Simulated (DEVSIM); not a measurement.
Device: Co/La2O3/n-InP capacitor, at 300 K.

| layer (left to right) | material | thickness (nm) | Nd (cm⁻³) |
|---|---|---|---|
| 1 | La2O3 | 15.0 | - |
| 2 | InP | 1600 | 1.6e17 |

Metal gate on the left, work function 5 eV. Fixed charge at the semiconductor interface 4.3e11 cm⁻² (in units of +e); no interface traps.

Constants are typed, rounded textbook-type inputs, not results; the design itself was drawn at random and stands for no fabricated device. Values at 300 K.

| parameter | La2O3 | InP |
|---|---|---|
| gap (eV) | 5.8 | 1.344 |
| affinity (eV) | 1.8 | 4.38 |
| permittivity | 27 | 12.5 |
| Nc (cm⁻³) | - | 5.7e17 |
| Nv (cm⁻³) | - | 1.1e19 |

DEVSIM, 1D Poisson equation in equilibrium, Boltzmann statistics, complete ionisation; no quantum confinement or tunnelling. Metal contacts follow the ideal Schottky-Mott rule: no Fermi-level pinning, no interface dipoles.

Problem. Tabulate band edges, carrier densities and field at -0.3 V on the gate.

Solution. Energies count from the Fermi level of the right contact; mesh points crowd at the junctions.

```
x (μm)    Ec (eV)  Ev (eV)  n (cm⁻³)  p (cm⁻³)  field (V/cm)
--------  -------  -------  --------  --------  ------------
0.000       3.500   -2.300     < 1e2     < 1e2       -110000
0.001282    3.486   -2.314     < 1e2     < 1e2       -110000
0.003610    3.460   -2.340     < 1e2     < 1e2       -110000
0.007993    3.411   -2.389     < 1e2     < 1e2       -110000
0.01282     3.357   -2.443     < 1e2     < 1e2       -110000
0.01453     3.337   -2.462     < 1e2     < 1e2       -110000
0.01552     0.743   -0.601    190000     8.8e8       -180000
0.01849     0.691   -0.653   1400000     1.2e8       -170000
0.02398     0.601   -0.743     4.6e7   3600000       -160000
0.03593     0.428   -0.916    3.7e10      4500       -130000
0.06035     0.177   -1.167    5.9e14     < 1e2        -74000
0.1423      0.033   -1.311    1.6e17     < 1e2          -150
0.2936      0.033   -1.311    1.6e17     < 1e2           ≈ 0
0.6232      0.033   -1.311    1.6e17     < 1e2           ≈ 0
1.223       0.033   -1.311    1.6e17     < 1e2           ≈ 0
1.429       0.033   -1.311    1.6e17     < 1e2           ≈ 0
1.530       0.033   -1.311    1.6e17     < 1e2           ≈ 0
1.575       0.033   -1.311    1.6e17     < 1e2           ≈ 0
1.602       0.033   -1.311    1.6e17     < 1e2           ≈ 0
1.609       0.033   -1.311    1.6e17     < 1e2           ≈ 0
1.613       0.033   -1.311    1.6e17     < 1e2           ≈ 0
1.615       0.033   -1.311    1.6e17     < 1e2           ≈ 0
```
